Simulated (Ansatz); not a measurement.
The parent structure is SnO2 in the rutile structure (space group P4_2/mnm, No. 136; a = 4.760 Å, c = 3.201 Å).

Method: r2SCAN (Ansatz, a quantum-chemistry and plane-wave program), spin-orbit coupling left out.

Before the change:

```
Item                                          Result
-----------------------------  ---------------------
Width of the top valence band                1.26 eV
Pressure                                    0.00 GPa
Valence-band top at Γ          0.00, -0.77, -0.77 eV
```

One thing is altered: an isotropic linear strain of +4.99 %, atoms relaxed at fixed cell.

How does this affect the width of the top valence band, pressure and valence-band top at Γ?

The width of the top valence band shrinks by 0.196 eV, from 1.26 eV to 1.07 eV; the pressure (mean of the normal stresses, compression positive) goes from zero to -21.47 GPa; the valence-band top at Γ (three highest levels, from the VBM) becomes 0.00, -0.63, -0.63 eV (base: 0.00, -0.77, -0.77 eV).

The levels and masses belong to the bands next to the band gap. Stability against distortions was not tested.
